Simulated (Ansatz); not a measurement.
## ZnS: pressure series

Base system: ZnS in the wurtzite structure (space group P6_3mc, No. 186; a = 3.8061 Å, c = 6.2447 Å).

Cell and atoms are relaxed at each pressure.

Calculations: r2SCAN in Ansatz (plane waves to 500 eV, PAW, no SOC).

Candidates:
(a) pressure 7 GPa
(b) pressure −1 GPa
(c) pressure 100 GPa
(d) pressure 3 GPa
(e) pressure 30 GPa

For the base:

| Item | Result |
|---|---|
| Band gap | 2.78 eV |

Problem. Order them by band gap, lowest first.

Solution. (c) pressure 100 GPa (0.73 eV), (b) pressure −1 GPa (2.72 eV), (d) pressure 3 GPa (2.94 eV), (a) pressure 7 GPa (3.13 eV), (e) pressure 30 GPa (3.48 eV)

Load acts through the strain it causes; cell and atoms are relaxed under it. No phonon test of stability was made. Tetrahedral semiconductors of this kind turn to denser phases somewhere between about 1 and 50 GPa; those were not computed, so compressed cells here can lie past the real transition.

Ansatz is a first-principles code.
